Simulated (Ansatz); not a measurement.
Base system: CsPbCl3 in the cubic perovskite structure (space group Pm-3m, No. 221; a = 5.6188 Å).

Level of theory: Ansatz (an electronic-structure program) PBEsol, no spin-orbit coupling.

Strains are applied to the cell and any free atomic positions relax.

One change was made to it. Results:

```json
[
 {"quantity": "band gap", "base": "1.83 eV", "after": "2.05 eV"},
 {"quantity": "energy relative to the base (free energy F)", "base": "0 meV/atom", "after": "+7.6 meV/atom"},
 {"quantity": "hole mass", "base": "0.17 mₑ (at R)", "after": "0.20 mₑ (at R)"}
]
```

Q: Which change produced these results?
(A) isotropic strain +1.80 %
(B) isotropic strain +0.60 %
(C) isotropic strain +3.00 %
(D) isotropic strain +2.40 %

A: A, isotropic strain +1.80 %. For comparison, the band gap in the other runs: isotropic strain +0.60 % gives 1.91 eV; isotropic strain +3.00 % gives 2.18 eV; isotropic strain +2.40 % gives 2.12 eV.

Spin-orbit coupling, missing from the scalar runs, can matter with Pb. Masses are band curvatures over ±0.01 Å⁻¹ around the edge. Stability against distortions was not tested. Many cubic perovskites are stable only at high temperature; tilts and polar distortions were not tested. This is not the structure that CsPbCl3 has at room temperature and ambient pressure.
